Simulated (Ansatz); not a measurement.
We consider GeSiC2 (model structure, started from the AlGaN2 type, P-4m2, No. 115, 4 atoms in the cell), described by G0W0@PBEsol (Ansatz, a first-principles code, hard PAW, contour deformation).

The cell is the one relaxed with PBEsol. Conventional cell: a = 3.1564 Å, b = 3.1564 Å, c = 4.4506 Å, α = 90.00°, β = 90.00°, γ = 90.00°.

The quasiparticle gap at Γ at a fixed k mesh 4×4×2:

```csv
response cutoff,value (eV)
"150 eV, 340 empty bands",2.526
"200 eV, 523 empty bands",2.579
"250 eV, 731 empty bands",2.606
"300 eV, 961 empty bands",2.622
```

Task: Taking the value to converge with the response cutoff E as E^(−3/2), extrapolate from the last two rows.

Result: With y = y∞ + c/w and weights w = 3953 and 5196 for the last two rows, y∞ = (w2 y2 − w1 y1)/(w2 − w1) = (5196 × 2.622 − 3953 × 2.606)/1243 = 2.673 eV, which lies 0.051 beyond the last row. Successive pairs of rows give 2.677, 2.674, 2.673. The limit also hangs on the law assumed, so its last digits aren't firm.

The other settings are not extrapolated, so this is the limit in one setting alone.

At the last cutoff the smallest gap on this mesh is 2.31 eV, with an edge away from Γ.

Spin–orbit coupling is not included.

Note: filled d or f shells below the valence bands can shift G0W0 gaps through exchange with them, which wasn't tested here.

A model structure was made by putting elements into a prototype or built by hand; it is no filed structure, need not be a known phase, and can be a saddle point held by its symmetry.
